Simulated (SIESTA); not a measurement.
Band structure of VCu3O4 (I-42m, 8 atoms in the cell).

```yaml
crystal:
  lattice:
    - [-2.31236, 2.31236, 4.55176]
    - [2.31236, -2.31236, 4.55176]
    - [2.31236, 2.31236, -4.55176]
  atoms:
    - { symbol: V, position: [0.00000, 0.00000, 0.00000] }
    - { symbol: Cu, position: [0.25000, 0.75000, 0.50000] }
    - { symbol: Cu, position: [0.75000, 0.25000, 0.50000] }
    - { symbol: Cu, position: [0.50000, 0.50000, 0.00000] }
    - { symbol: O, position: [0.11159, 0.65947, 0.00000] }
    - { symbol: O, position: [0.34053, 0.34053, 0.45212] }
    - { symbol: O, position: [0.65947, 0.11159, 0.00000] }
    - { symbol: O, position: [0.88841, 0.88841, 0.54788] }
```

Method: LDA PW92, numerical atomic orbitals DZP, PseudoDojo LDA standard norm-conserving potentials (rewritten from UPF to PSML) (SIESTA).

Settings: XC.functional = LDA; XC.authors = PW92; potentials = PseudoDojo LDA standard; PAO.BasisSize = DZP; PAO.EnergyShift = 0.01 Ry; MeshCutoff = 350 Ry; kgrid.MonkhorstPack = 5 5 5; OccupationFunction = MP; OccupationMPOrder = 0; ElectronicTemperature = 0.136 eV; MaxSCFIterations = 150; SCF.Mixer.Method = Pulay; SCF.Mixer.Weight = 0.2; SCF.Mixer.History = 8.

The starting cell comes from a database of computed structures (which also holds hypothetical and non-ambient phases and stackings), without a prior relaxation at this level. Its lattice was rescaled by a random factor within 2.5 % of one. Values carry the incompleteness of an atom-centred basis.

### Question
Predict the gap along the standard path and the places of the band edges.

### Answer
The gap along the path is 0.39 eV, from a point between S and Γ to Γ; the smallest direct gap on it is 0.51 eV.

Levels in eV from the top of the valence band on the path, bands 44 to 48:
```csv
point,44,45,46,47,48
Γ,-0.87,-0.57,-0.57,-0.12,0.39
X,-0.65,-0.63,-0.35,-0.15,1.02
Y,-0.73,-0.65,-0.34,-0.17,1.11
S,-0.65,-0.54,-0.49,-0.10,0.96
Z,-0.80,-0.46,-0.20,-0.20,0.72
S1,-0.65,-0.54,-0.49,-0.10,0.96
N,-0.64,-0.51,-0.39,-0.19,1.03
P,-0.74,-0.47,-0.47,-0.12,1.14
Y1,-0.73,-0.65,-0.34,-0.17,1.11
```

Higher empty bands are left out: an atom-centred basis made for the valence describes them poorly.
